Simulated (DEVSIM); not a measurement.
System: Si p+/n-/n+ power diode, at 350 K.

| layer (left to right) | material | thickness (μm) | Nd (cm⁻³) | Na (cm⁻³) | τn (s) | τp (s) |
|---|---|---|---|---|---|---|
| 1 | Si | 4.30 | - | 1.3e18 | 2.5e-5 | 2.5e-5 |
| 2 | Si | 12.0 | 1.7e15 | - | 2.5e-5 | 2.5e-5 |
| 3 | Si | 9.70 | 3.7e18 | - | 2.5e-5 | 2.5e-5 |

Left contact: ohmic. Right contact: ohmic. Voltage is applied to the left contact. Recombination: SRH at mid-gap, radiative, Auger. Mobility is constant in doping.

Constants are typed, rounded textbook-type inputs, not results; the design itself was drawn at random and stands for no fabricated device. Values at 300 K; Nc and Nv go as T^1.5, mobilities as T to minus their exponent, the gap by Varshni's rule with the affinity fixed.

```
parameter               Si
----------------  --------
gap (eV)             1.124
affinity (eV)         4.05
permittivity          11.7
Nc (cm⁻³)          2.86e19
Nv (cm⁻³)           3.1e19
μn (cm²/Vs)           1417
μp (cm²/Vs)            470
T exponent of μn       2.3
T exponent of μp       2.2
B (cm³/s)          4.7e-15
Cn (cm⁶/s)         2.8e-31
Cp (cm⁶/s)         9.9e-32
Varshni α (eV/K)  0.000473
Varshni β (K)          636
```

DEVSIM, 1D drift-diffusion, Boltzmann statistics, complete ionisation; no tunnelling, impact ionisation, image-force lowering or self-heating.

### Question
Tabulate band edges, carrier densities and field at 0.9 V on the left contact.

### Answer
Energies count from the Fermi level of the right contact; mesh points crowd at the junctions.

```json
[
 {"x (μm)": "0.000", "Ec (eV)": "0.108", "Ev (eV)": "-1.003", "n (cm⁻³)": "110000", "p (cm⁻³)": "1.3e18", "field (V/cm)": "20"},
 {"x (μm)": "0.06769", "Ec (eV)": "0.108", "Ev (eV)": "-1.002", "n (cm⁻³)": "4.1e15", "p (cm⁻³)": "1.3e18", "field (V/cm)": "20"},
 {"x (μm)": "0.3241", "Ec (eV)": "0.109", "Ev (eV)": "-1.002", "n (cm⁻³)": "2.0e16", "p (cm⁻³)": "1.3e18", "field (V/cm)": "19"},
 {"x (μm)": "1.295", "Ec (eV)": "0.111", "Ev (eV)": "-1.000", "n (cm⁻³)": "7.6e16", "p (cm⁻³)": "1.4e18", "field (V/cm)": "18"},
 {"x (μm)": "3.702", "Ec (eV)": "0.114", "Ev (eV)": "-0.996", "n (cm⁻³)": "2.1e17", "p (cm⁻³)": "1.5e18", "field (V/cm)": "15"},
 {"x (μm)": "4.160", "Ec (eV)": "0.115", "Ev (eV)": "-0.996", "n (cm⁻³)": "2.3e17", "p (cm⁻³)": "1.5e18", "field (V/cm)": "15"},
 {"x (μm)": "4.281", "Ec (eV)": "0.115", "Ev (eV)": "-0.995", "n (cm⁻³)": "2.4e17", "p (cm⁻³)": "1.5e18", "field (V/cm)": "-130"},
 {"x (μm)": "4.354", "Ec (eV)": "0.087", "Ev (eV)": "-1.024", "n (cm⁻³)": "6.0e17", "p (cm⁻³)": "6.0e17", "field (V/cm)": "21"},
 {"x (μm)": "4.576", "Ec (eV)": "0.088", "Ev (eV)": "-1.023", "n (cm⁻³)": "6.1e17", "p (cm⁻³)": "6.1e17", "field (V/cm)": "21"},
 {"x (μm)": "5.422", "Ec (eV)": "0.089", "Ev (eV)": "-1.021", "n (cm⁻³)": "6.2e17", "p (cm⁻³)": "6.2e17", "field (V/cm)": "21"},
 {"x (μm)": "8.662", "Ec (eV)": "0.096", "Ev (eV)": "-1.015", "n (cm⁻³)": "6.8e17", "p (cm⁻³)": "6.8e17", "field (V/cm)": "19"},
 {"x (μm)": "14.87", "Ec (eV)": "0.107", "Ev (eV)": "-1.004", "n (cm⁻³)": "8.0e17", "p (cm⁻³)": "8.0e17", "field (V/cm)": "16"},
 {"x (μm)": "15.95", "Ec (eV)": "0.108", "Ev (eV)": "-1.002", "n (cm⁻³)": "8.2e17", "p (cm⁻³)": "8.2e17", "field (V/cm)": "16"},
 {"x (μm)": "16.23", "Ec (eV)": "0.109", "Ev (eV)": "-1.002", "n (cm⁻³)": "8.3e17", "p (cm⁻³)": "8.3e17", "field (V/cm)": "15"},
 {"x (μm)": "16.31", "Ec (eV)": "0.063", "Ev (eV)": "-1.048", "n (cm⁻³)": "3.9e18", "p (cm⁻³)": "1.8e17", "field (V/cm)": "-680"},
 {"x (μm)": "16.41", "Ec (eV)": "0.062", "Ev (eV)": "-1.048", "n (cm⁻³)": "3.9e18", "p (cm⁻³)": "1.8e17", "field (V/cm)": "≈ 0"},
 {"x (μm)": "16.78", "Ec (eV)": "0.063", "Ev (eV)": "-1.048", "n (cm⁻³)": "3.9e18", "p (cm⁻³)": "1.7e17", "field (V/cm)": "≈ 0"},
 {"x (μm)": "18.21", "Ec (eV)": "0.064", "Ev (eV)": "-1.047", "n (cm⁻³)": "3.8e18", "p (cm⁻³)": "1.4e17", "field (V/cm)": "≈ 0"},
 {"x (μm)": "23.95", "Ec (eV)": "0.067", "Ev (eV)": "-1.043", "n (cm⁻³)": "3.7e18", "p (cm⁻³)": "3.8e16", "field (V/cm)": "≈ 0"},
 {"x (μm)": "25.48", "Ec (eV)": "0.068", "Ev (eV)": "-1.042", "n (cm⁻³)": "3.7e18", "p (cm⁻³)": "9.8e15", "field (V/cm)": "≈ 0"},
 {"x (μm)": "25.88", "Ec (eV)": "0.069", "Ev (eV)": "-1.042", "n (cm⁻³)": "3.7e18", "p (cm⁻³)": "2.2e15", "field (V/cm)": "≈ 0"},
 {"x (μm)": "26.00", "Ec (eV)": "0.069", "Ev (eV)": "-1.042", "n (cm⁻³)": "3.7e18", "p (cm⁻³)": "39000", "field (V/cm)": "≈ 0"}
]
```
